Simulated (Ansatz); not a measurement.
Worked example: self-consistent single point of a sheet of PtS₂ (3 atoms in the cell) in Ansatz (a quantum-chemistry and plane-wave program).

Level of theory: revPBE, default PAW files made with PBE (plane waves; Ansatz).

```xyz
3
Lattice="3.4035 0.0000 0.0000 -1.7017 2.9475 0.0000 0.0000 0.0000 16.7926" Properties=species:S:1:pos:R:3 pbc="T T T"
Pt     0.0000     0.0000     8.3963
S      0.0000     1.9650     9.7926
S      1.7017     0.9825     7.0000
```

Reference input (self-consistent single point, DFT, revPBE, plane waves, default PAW files made with PBE): basis.ecutwfc = 420 eV; kpoints.mp_grid.grid = 9 9 1; hamiltonian.xc = revpbe; hamiltonian.pseudopotentials = {kind: paw} (the program's default PAW files); scf.occupations.method = fermi_dirac; scf.occupations.width = 0.136 eV. This run's input differs from it in these lines:

Ansatz 0.2 input:
```diff
@@ -10,3 +10,3 @@
 basis:
-  ecutwfc: 420.0
+  ecutwfc: 210.0
 kpoints:
```

Log, with long lists cut:

```
SCF iter   1: F=—  HF=-14335.467468 eV  |F-HF|=—  |Δ(HF+E_count)|=         —  Δρ=3.88e-2  dr2=1.56e0  ethr=1.77e-3  ⟨swp⟩=8.2  Hψ=1472  notcnv=0
all-band conjugate gradients solve this SCF's bands
preconditioner: auto → none
SCF iter   2: F=—  HF=-14335.367203 eV  |F-HF|=—  |Δ(HF+E_count)|=   1.00e-1  Δρ=2.48e-2  dr2=1.93e0  ethr=1.77e-3  ⟨swp⟩=3.0  Hψ=618  notcnv=0
   [... lines left out ...]
SCF iter   5: F=—  HF=-14335.003474 eV  |F-HF|=—  |Δ(HF+E_count)|=   5.56e-4  Δρ=1.02e-3  dr2=5.65e-4  ethr=3.20e-5  ⟨swp⟩=2.2  Hψ=392  notcnv=0
SCF iter   6: F=—  HF=-14335.003718 eV  |F-HF|=—  |Δ(HF+E_count)|=   2.44e-4  Δρ=1.71e-4  dr2=1.84e-5  ethr=1.88e-6  ⟨swp⟩=2.4  Hψ=412  notcnv=0
SCF iter   7: F=—  HF=-14335.004291 eV  |F-HF|=—  |Δ(HF+E_count)|=   5.73e-4  Δρ=2.35e-5  dr2=6.88e-7  ethr=6.12e-8  ⟨swp⟩=2.0  Hψ=402  notcnv=0
SCF iter   8: F=-14335.004291 eV  HF=-14335.004291 eV  |F-HF|=8.80e-9  |Δ(HF+E_count)|=   4.91e-8  Δρ=2.60e-6  dr2=1.42e-8  ethr=3.33e-10  ⟨swp⟩=9.7  Hψ=1293  notcnv=0
SCF 1 converged in 8 iterations: F = -14335.004291 eV  dr2 = 1.42e-8
Free energy (F): -14335.004291 eV
Internal energy: -14334.999433 eV  (E = F + TS)
E sigma→0 (E₀):  -14335.001862 eV
Entropy (-TS):   -0.004858 eV (-1.619 meV/atom)
Fermi energy:    0.022389 eV
--- Forces (eV/Å), atoms counted from 1 ---
  atom   1  Pt    -0.00000000    -0.00000000     0.00000000
  atom   2  S      0.00000000    -0.00000000    -0.78070421
  atom   3  S     -0.00000000     0.00000000     0.78070421
--- Stress (GPa, compression-positive) ---
        1.982841      -0.000000      -0.000000
       -0.000000       1.982841       0.000000
        0.000000       0.000000      -2.347402
  P = ⅓ Tr σ = 0.5394 GPa (5.394 kbar)
  The stress holds the Pulay correction. Without it, at fixed plane waves, as pw.x and ABINIT print it: P = -36.1694 GPa
```

The run converged in 8 iterations. Against the reference run the free energy rises by 2.61 eV/atom, the largest force goes from 0.714 to 0.781 eV/Å and the gap on the mesh goes from 1.439 to 1.372 eV.

The starting cell was generated: these elements placed on a structure prototype, without a prior relaxation; it need not be a known phase or ordering of this composition. Its lattice was rescaled in the plane by a random factor within 2.5 % of one. Spin-orbit coupling is off. The cutoff lies below the one recommended for these files.
